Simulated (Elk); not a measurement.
**Input and output of a self-consistent single point for SbPt (P6_3/mmc, 4 atoms in the cell) (Elk)**

Computed with PBEsol, all-electron FP-LAPW, Elk's shipped species files, APW+lo basis with extra local orbitals (Elk 10.2.4).

The input file:

```
tasks
  0

xctype
  22

rgkmax
  7.5

gmaxvr
  16.0

nxlo
  2

lorbcnd
  .true.

rmtscf
  0.87

lmaxi
  2

swidth
  0.00367493

maxscl
  100

scale
  7.833431928

avec
    1.0000000000    0.0000000191    0.0000000000
   -0.5000000165    0.8660253943    0.0000000000
    0.0000000000    0.0000000000    1.3259795255

atoms
  2
  'Sb.in'
  2
  0.6666666667  0.3333333333  0.7500000000    0.0 0.0 0.0
  0.3333333333  0.6666666667  0.2500000000    0.0 0.0 0.0
  'Pt.in'
  2
  0.0000000000  0.0000000000  0.5000000000    0.0 0.0 0.0
  0.0000000000  0.0000000000  0.0000000000    0.0 0.0 0.0

ngridk
  8 8 5
```

Output (repeated stretches shortened):

```
│ Elk code version 10.2.4 │

All units are atomic (Hartree, Bohr, etc.)

│ Ground-state run starting from atomic densities │

Lattice vectors :
   7.833431928      0.1496185498E-06   0.000000000
  -3.916716093       6.783950974       0.000000000
   0.000000000       0.000000000       10.38697035

Unit cell volume      :    551.9804183
Brillouin zone volume :   0.4493822701

Muffin-tin inner radius fraction :   0.1000000000E-01

Nuclei treated as point charges

Species :    1 (Sb)
 parameters loaded from : Sb.in
 name : antimony
 nuclear charge    :   -51.00000000
 electronic charge :    51.00000000
 atomic mass :    221954.9019
 muffin-tin radius :    2.262000000
 number of radial points in muffin-tin :    597
 atomic positions (lattice), magnetic fields (Cartesian) :
   1 :   0.16666667  0.33333333  0.25000000    0.00000000  0.00000000  0.00000000
   2 :  -0.16666667 -0.33333333 -0.25000000    0.00000000  0.00000000  0.00000000

Species :    2 (Pt)
 parameters loaded from : Pt.in
 name : platinum
 nuclear charge    :   -78.00000000
 electronic charge :    78.00000000
 atomic mass :    355605.4398
 muffin-tin radius :    2.436000000
 number of radial points in muffin-tin :    697
 atomic positions (lattice), magnetic fields (Cartesian) :
   1 :   0.50000000  0.00000000  0.00000000    0.00000000  0.00000000  0.00000000
   2 :   0.50000000  0.00000000  0.50000000    0.00000000  0.00000000  0.00000000

Total number of atoms per unit cell :    4

Spin treatment :
 spin-unpolarised

Number of Bravais lattice symmetries :   24
Number of crystal symmetries         :   24
Crystal has inversion symmetry
Real symmetric eigensolver will be used

k-point grid :      8     8     5
k-point offset :    0.000000000       0.000000000       0.000000000
k-point set is reduced with full crystal symmetry group
Total number of k-points :       30

Muffin-tin radius times maximum |G+k| :    7.500000000
 using average radius
Maximum |G+k| for APW functions       :    3.192848020
Maximum (1/2)|G+k|²                   :    5.097139241
Maximum |G| for potential and density :    16.00000000
 potential will be trimmed for |G| > 2 gkmax
Constant for pseudocharge density :   10
Radial integration step length :    4

G-vector grid sizes :     40    40    54
Number of G-vectors :    38153

Maximum angular momentum used for
 APW functions                      :    8
 outer part of muffin-tin           :    6
 inner part of muffin-tin           :    2

Total nuclear charge    :   -258.0000000
Total core charge       :    168.0000000
Total valence charge    :    90.00000000
Total excess charge     :    0.000000000
Total electronic charge :    258.0000000

Effective Wigner radius, rₛ :   0.7993527106

Number of empty states         :   16
Total number of valence states :   61
Total number of core states    :  168

Conduction state local-orbitals added automatically
Total number of local-orbitals :  360

Exchange-correlation functional :     22     0     0
 PBEsol, Phys. Rev. Lett. 100, 136406 (2008)
 gradient requirement :    1
 generalised gradient approximation (GGA)

Smearing type :    3
 Fermi-Dirac
Smearing width :   0.3674930000E-02
Effective electronic temperature (K) :    1160.451112

Mixing type :    3
 Broyden mixing, J. Phys. A: Math. Gen. 17, L317 (1984)

Kohn-Sham potential initialised from atomic data

│ Self-consistent loop started │
│ Loop number : 1 │
 total energy                :     -49834.8593241
│ Loop number : 2 │
 total energy                :     -49836.0501928
RMS change in Kohn-Sham potential (target) :   0.1953573332     (  0.1000000000E-05)
Absolute change in total energy (target)   :    1.190868703     (  0.1000000000E-03)
│ Loop number : 3 │
 total energy                :     -49838.5638755
RMS change in Kohn-Sham potential (target) :   0.1760048931     (  0.1000000000E-05)
Absolute change in total energy (target)   :    2.811399837     (  0.1000000000E-03)
│ Loop number : 4 │
 total energy                :     -49839.7200270
RMS change in Kohn-Sham potential (target) :   0.1519252684     (  0.1000000000E-05)
Absolute change in total energy (target)   :    1.859001442     (  0.1000000000E-03)
│ Loop number : 5 │
 total energy                :     -49842.4589447
RMS change in Kohn-Sham potential (target) :   0.7222391185E-01 (  0.1000000000E-05)
Absolute change in total energy (target)   :    3.203668066     (  0.1000000000E-03)
│ Loop number : 6 │
 total energy                :     -49844.3004740
RMS change in Kohn-Sham potential (target) :   0.2171043594E-01 (  0.1000000000E-05)
Absolute change in total energy (target)   :    2.642446355     (  0.1000000000E-03)
│ Loop number : 7 │
 total energy                :     -49845.1974207
RMS change in Kohn-Sham potential (target) :   0.2944630829E-03 (  0.1000000000E-05)
Absolute change in total energy (target)   :    1.557558306     (  0.1000000000E-03)
│ Loop number : 8 │
 total energy                :     -49845.1215428
RMS change in Kohn-Sham potential (target) :   0.1146292999E-03 (  0.1000000000E-05)
Absolute change in total energy (target)   :   0.3135115968     (  0.1000000000E-03)
│ Loop number : 9 │
 total energy                :     -49845.0856938
RMS change in Kohn-Sham potential (target) :   0.2516398799E-04 (  0.1000000000E-05)
Absolute change in total energy (target)   :   0.4252899486E-01 (  0.1000000000E-03)
│ Loop number : 10 │
 total energy                :     -49845.0843569
RMS change in Kohn-Sham potential (target) :   0.1644923293E-04 (  0.1000000000E-05)
Absolute change in total energy (target)   :   0.9295334487E-02 (  0.1000000000E-03)
│ Loop number : 11 │
 total energy                :     -49845.0821028
RMS change in Kohn-Sham potential (target) :   0.5378318162E-05 (  0.1000000000E-05)
Absolute change in total energy (target)   :   0.6968437083E-04 (  0.1000000000E-03)
│ Loop number : 12 │
 total energy                :     -49845.0808087
RMS change in Kohn-Sham potential (target) :   0.1986081679E-05 (  0.1000000000E-05)
Absolute change in total energy (target)   :   0.1276696967E-02 (  0.1000000000E-03)
│ Loop number : 13 │
 total energy                :     -49845.0808846
RMS change in Kohn-Sham potential (target) :   0.9794537483E-06 (  0.1000000000E-05)
Absolute change in total energy (target)   :   0.2432387701E-03 (  0.1000000000E-03)
│ Loop number : 14 │
 total energy                :     -49845.0809446
RMS change in Kohn-Sham potential (target) :   0.1534509672E-06 (  0.1000000000E-05)
Absolute change in total energy (target)   :   0.8311835700E-06 (  0.1000000000E-03)
Convergence targets achieved

│ Loop number : 15 │

Energies :
 Fermi                       :     0.375231161135
 sum of eigenvalues          :     -30494.7264363
 electron kinetic            :      55879.3715186
 core electron kinetic       :      53935.4420130
 Coulomb                     :     -104684.042469
 Coulomb potential           :     -85004.6923636
 nuclear-nuclear             :     -3835.96090909
 electron-nuclear            :     -116691.470757
 Hartree                     :      15843.3891967
 Madelung                    :     -62181.6962876
 xc potential                :     -1369.40559135
 exchange                    :     -1023.50135206
 correlation                 :     -16.9059889202
 electron entropic           :    -0.265858511304E-02
 total energy                :     -49845.0809503

Density of states at Fermi energy :    63.10870099
 (states/Hartree/unit cell)

Estimated indirect band gap :   0.3101379819E-03
 from k-point      8 to k-point     15
Estimated direct band gap   :   0.1560644770E-01
 at k-point     13

Charges :
 core                        :    168.0000000
 valence                     :    90.00000000
 interstitial                :    9.232805241
 muffin-tins (core leakage)
  species :    1 (Sb)
   atom    1                 :    48.01422048     (  0.4638128863E-02)
   atom    2                 :    48.01422048     (  0.4638128863E-02)
  species :    2 (Pt)
   atom    1                 :    76.36937690     (  0.1061320035E-02)
   atom    2                 :    76.36937690     (  0.1061320035E-02)
 total in muffin-tins        :    248.7671948
 total calculated charge     :    257.9815542
 total charge                :    258.0000000
 error                       :   0.1844582893E-01

│ Self-consistent loop stopped │
```

The run converged in 15 iterations. The count includes the last loop, which Elk runs after its targets are met.

The starting cell comes from a database of computed structures (which also holds hypothetical and non-ambient phases and stackings), without a prior relaxation at this level. Its lattice was rescaled by a random factor within 2.5 % of one. Spin-orbit coupling is off. Spin polarisation is off. Values depend on the basis (sphere radii, cutoffs, local orbitals), which need not be converged. The log's line on a gap gives a spacing of levels on this mesh, which the program prints for metals too.
